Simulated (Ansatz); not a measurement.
Consider SiC (space group P6_3mc, No. 186; a = 3.078 Å, c = 10.076 Å). Axes: x lies along a and z along c of the hexagonal cell.

Computed with Ansatz (a first-principles code), PBEsol, PAW, cutoff 420 eV, no SOC.

Strains are applied to the cell and any free atomic positions relax; under biaxial strain the out-of-plane vector relaxes too.

One change was made to it. Results:

The valence-band top at Γ (three highest levels, from the VBM) becomes 0.00, 0.00, -0.25 eV (base: 0.00, 0.00, -0.05 eV); the band gap falls by 0.125 eV, from 2.12 eV to 1.99 eV; the smallest direct gap decreases by 0.06 eV to 3.18 eV.

What was done to the base?
(A) biaxial strain −3.00 %, plane normal [001], relaxed out of plane
(B) biaxial strain −0.75 %, plane normal [001], relaxed out of plane
(C) biaxial strain −2.25 %, plane normal [001], relaxed out of plane
(D) biaxial strain −1.50 %, plane normal [001], relaxed out of plane

D, biaxial strain −1.50 %, plane normal [001], relaxed out of plane. For comparison, the band gap in the other runs: biaxial strain −3.00 %, plane normal [001], relaxed out of plane gives 1.83 eV; biaxial strain −0.75 %, plane normal [001], relaxed out of plane gives 2.06 eV; biaxial strain −2.25 %, plane normal [001], relaxed out of plane gives 1.92 eV.

Whether these cells are dynamically stable was not tested.
